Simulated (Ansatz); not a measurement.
Start from YRh in the CsCl type structure (space group Pm-3m, No. 221; a = 3.3835 Å; relaxed with 0.1 eV smearing). Axes: x, y, z lie along the cube axes.

Level of theory: Ansatz (a first-principles code), PBEsol, PAW, cutoff 420 eV, no spin-orbit coupling.

A first run, uniaxial strain ε_xx = −1.03 %, gives secant values C11 ≈ 170 GPa and C12 ≈ 100 GPa from its stress. A second run applies isotropic strain +2.98 %.

Q: What does linear elasticity predict for the bulk modulus −ΔP/(ΔV/V₀) in the second run, and what does the run give?

A: Linear elasticity: (C11 + 2 C12)/3 = 120 GPa. The run gives 96 GPa; any difference comes from nonlinear terms at these strains and numerical noise.

Whether these cells are dynamically stable was not tested. The final runs are not spin-polarised.
